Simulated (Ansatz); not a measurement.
The reference is Al$_{2}$O$_{3}$ in the corundum structure (space group R-3c, No. 167; a = 4.8088 Å, c = 13.1238 Å (hexagonal axes)). Axes: x lies along a and z along c of the hexagonal cell.

All numbers come from PBE (Ansatz, a quantum-chemistry and plane-wave program; PAW; 420 eV plane waves; no spin-orbit coupling).

Strains are applied to the cell and any free atomic positions relax; under biaxial strain the out-of-plane vector relaxes too.

One change was made to it. Results:

| quantity | base | after |
|---|---|---|
| gap character | direct at Γ | direct at Γ |
| volume per atom | 8.76 Å³ | 8.96 Å³ |
| band gap | 5.85 eV | 5.41 eV |

What was done to the base?
A. biaxial strain +2.25 %, plane normal [001], relaxed out of plane
B. biaxial strain +0.75 %, plane normal [001], relaxed out of plane
C. biaxial strain +1.50 %, plane normal [001], relaxed out of plane

C, biaxial strain +1.50 %, plane normal [001], relaxed out of plane. For comparison, the band gap in the other runs: biaxial strain +2.25 %, plane normal [001], relaxed out of plane gives 5.19 eV; biaxial strain +0.75 %, plane normal [001], relaxed out of plane gives 5.63 eV.

Stability against distortions was not tested.
